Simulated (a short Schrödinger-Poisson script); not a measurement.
Structure: MOS inversion layer, SiO2 on p-type Ge(111), at 300 K.

```
layer  material  thickness (nm)  Na (cm⁻³)
-----  --------  --------------  ---------
1          SiO2             1.2          -
2            Ge             390     1.1e18
```

The device is made up for the run: typed textbook-type constants, with dimensions and the other settings drawn at random. SiO2: permittivity 3.9, conduction-band edge (eV) 3.1, gap (eV) 9, electron mass (mₑ) 0.5. Ge: permittivity 16, conduction-band edge (eV) 0, gap (eV) 0.664, Nv at 300 K (cm⁻³) 6e18.

Channel valleys (confinement mass, in-plane density-of-states mass, number): L1 1.59, 0.08, 1; L3 0.09, 0.34, 3. At the gate the conduction-band edge of layer 1 lies 3.41 eV − eVg above the Fermi level of the channel; the field vanishes at the back. Gaps are held at their typed values at every temperature. Mesh 0.03 nm at interfaces.

From a short Schrödinger-Poisson script (our own, NumPy): 1D Poisson equation in equilibrium, electrons quantum, Hartree (BenDaniel-Duke, 12 states a valley, the channel's in-plane mass for all, wave functions free to enter the dielectric), parabolic valleys, classical holes, full ionisation, no traps, pinning or gate leakage.

The same stack at other levels of the model or other numerical settings:

```
run                                          sheet density of all electrons at Vg = 1.2 V (cm⁻²)  sheet density of all electrons at Vg = 0.6 V (cm⁻²)  capacitance at Vg = 1.2 V (μF/cm²)  centroid of the channel electrons at Vg = 1.2 V (nm)  rough cost against the base
-------------------------------------------  ---------------------------------------------------  ---------------------------------------------------  ----------------------------------  ----------------------------------------------------  ---------------------------
base                                                                                     7.72e12                                              5.31e11                                2.18                                                  1.67                      about 1
electrons treated as classical, Boltzmann                                                1.07e13                                                  [?]                                 [?]                                                  0.42                         0.03
electrons treated as classical, Fermi-Dirac                                              9.44e12                                              1.24e12                                2.36                                                  0.78                          0.1
mesh six times as coarse                                                                 7.68e12                                              5.26e11                                2.17                                                  1.67                          0.3
one subband a valley                                                                     7.63e12                                                  [?]                                2.17                                                  1.66                          0.4
```

### Question
Some entries are withheld; supply them.

### Answer

- electrons treated as classical, Boltzmann, sheet density of all electrons at Vg = 0.6 V (cm⁻²): 1.36e12
- electrons treated as classical, Boltzmann, capacitance at Vg = 1.2 V (μF/cm²): 2.68
- one subband a valley, sheet density of all electrons at Vg = 0.6 V (cm⁻²): 5.04e11

The classical rows ignore confinement, and Boltzmann statistics overrate the density once the band edge passes the Fermi level.

Only the L valleys are kept; under strong confinement the Δ valleys of Ge fill too.
